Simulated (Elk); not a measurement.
A self-consistent single point of ZrGa2 (Cmmm, 6 atoms in the cell) with Elk.

Method: PBEsol, spin-orbit coupling in second variation, all-electron FP-LAPW, Elk's shipped species files, APW+lo basis with extra local orbitals (Elk).

```
CELL_PARAMETERS angstrom
      1.97249    -6.39337     0.00000
      1.97249     6.39337     0.00000
      0.00000     0.00000     4.08608
ATOMIC_POSITIONS crystal
  Zr 0.35038 0.64962 0.50000
  Zr 0.64962 0.35038 0.50000
  Ga 0.00000 0.00000 0.50000
  Ga 0.50000 0.50000 0.00000
  Ga 0.17819 0.82181 0.00000
  Ga 0.82181 0.17819 0.00000
```

Reference input (self-consistent single point, DFT, PBEsol, all-electron FP-LAPW, Elk's shipped species files, APW+lo basis with extra local orbitals): xctype = 22; rgkmax = 8; stype = 3; swidth = 0.00367493 Ha; ngridk = 5 5 5; gmaxvr = 16 1/bohr; nxlo = 2; lorbcnd = true; rmtscf = 0.98; lmaxi = 3. This run's input differs from it in these lines:

```diff
@@ -5,2 +5,5 @@
   22
+
+spinorb
+  .true.
 
@@ -23,2 +26,5 @@
   3
+
+nempty
+  10
```

Output, abridged:

```
│ Self-consistent loop started │
│ Loop number : 1 │
 total energy                :     -14970.9252609
 total moment                :  -0.7515506100E-22  0.9704168974E-21  0.7039540732E-19
│ Loop number : 2 │
 total energy                :     -14971.1551456
 total moment                :  -0.3583424906E-22  0.2670094551E-21  0.7040066362E-19
RMS change in Kohn-Sham potential (target) :   0.8350607905E-01 (  0.1000000000E-05)
Absolute change in total energy (target)   :   0.2298847455     (  0.1000000000E-03)
│ Loop number : 3 │
 total energy                :     -14971.1683933
   [... lines left out ...]
 total energy                :     -14965.3907940
 total moment                :   0.7420550810E-22 -0.8736250876E-22  0.6241872143E-19
RMS change in Kohn-Sham potential (target) :   0.5720694847E-06 (  0.1000000000E-05)
Absolute change in total energy (target)   :   0.4167324987E-03 (  0.1000000000E-03)
│ Loop number : 15 │
 total energy                :     -14965.3908225
 total moment                :  -0.2605435914E-21 -0.8063753101E-22  0.7398733730E-19
RMS change in Kohn-Sham potential (target) :   0.1697358054E-06 (  0.1000000000E-05)
Absolute change in total energy (target)   :   0.7572312825E-04 (  0.1000000000E-03)
Convergence targets achieved

│ Loop number : 16 │

Energies :
 Fermi                       :     0.335303847384
 xc effective B-field        :    -0.972793983279E-09
 external B-field            :      0.00000000000
 total energy                :     -14965.3908283
 (external B-field energy excluded from total)

Density of states at Fermi energy :    66.21795975
 (states/Hartree/unit cell)

Estimated indirect band gap :   0.1008496233E-02
 from k-point     19 to k-point     16
Estimated direct band gap   :   0.3695679928E-02
 at k-point     19

Charges :
 core                        :    128.0000000
 valence                     :    76.00000000
 interstitial                :    9.409616275
 muffin-tins (core leakage)
  species :    1 (Zr)
   atom    1                 :    37.93380199     (  0.4198038681E-05)
   [... lines left out ...]
   atom    3                 :    0.000000000     -0.9211322402E-21   0.000000000
   atom    4                 :    0.000000000     -0.9211322402E-21   0.000000000
 total in muffin-tins        :   0.7073969463E-22 -0.1224686573E-20  0.7868894479E-21
 total moment                :   0.1208045686E-21 -0.1202719352E-20  0.6943598877E-19

│ Self-consistent loop stopped │
```

The run converged in 16 iterations. The count includes the last loop, which Elk runs after its targets are met. 

The starting cell comes from a database of computed structures (which also holds hypothetical and non-ambient phases and stackings), without a prior relaxation at this level. Its lattice was rescaled by a random factor within 2.5 % of one. Values depend on the basis (sphere radii, cutoffs, local orbitals), which need not be converged. The log's line on a gap gives a spacing of levels on this mesh, which the program prints for metals too.

Cost on one core of a shared machine: roughly 10 min.
